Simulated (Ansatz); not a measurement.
An Ansatz (a quantum-chemistry and plane-wave program) input (Ansatz PBEsol, no SOC, earlier PAW set):

Ansatz 0.2 input:
```yaml
crystal:
  lattice:
    - [6.2183180505, -1.5236847849, 0]
    - [6.2183180505, 1.5236847849, 0]
    - [-1.3954887234, 0, 5.6445121973]
  atoms:
    - { symbol: Ga, position: [0.0904614809, 0.0904614809, 0.7952703627] }
    - { symbol: Ga, position: [0.9095385191, 0.9095385191, 0.2047296373] }
    - { symbol: Ga, position: [0.6587574166, 0.6587574166, 0.3144391252] }
    - { symbol: Ga, position: [0.3412425834, 0.3412425834, 0.6855608748] }
    - { symbol: O, position: [0.1652448184, 0.1652448184, 0.1094609848] }
    - { symbol: O, position: [0.8347551816, 0.8347551816, 0.8905390152] }
    - { symbol: O, position: [0.1732281991, 0.1732281991, 0.562776719] }
    - { symbol: O, position: [0.8267718009, 0.8267718009, 0.437223281] }
    - { symbol: O, position: [0.4962502689, 0.4962502689, 0.2559581022] }
    - { symbol: O, position: [0.5037497311, 0.5037497311, 0.7440418978] }
basis: { ecutwfc: 420, ecutrho_ratio: 4, xc_grid: 2, fft_grid_basis: typed }
kpoints: { mp_grid: { grid: [11, 11, 6] } }
hamiltonian:
  xc: pbesol
  dispersion: none
  pseudopotentials: { azcp: { folder: ./paw }, kind: paw }
scf: { occupations: { method: fermi_dirac, width: 0.05 }, convergence: { dr2_threshold: 0.000000001 } }
relax: { f_tol: 0.005, max_steps: 50 }
output: { forces: true, stress: true }
checkpoint: { write: state.ck, write_every: 1000 }
```

Task: Which symmetry and how many k-points will the program report, and about how many plane waves at Γ?

Result: Space group C2/m (ITA 12) with 4 operations, k-points 204 of 726, and 2065 plane waves at Γ.

Task: And the final pressure?

Result: -1.97 GPa (compression positive).

The cells carry an imposed strain or load. Stability against distortions was not tested. The cell was made from Ga2O3 (space group C2/m, No. 12) by this change: uniaxial strain ε_xx = +1.29 %.
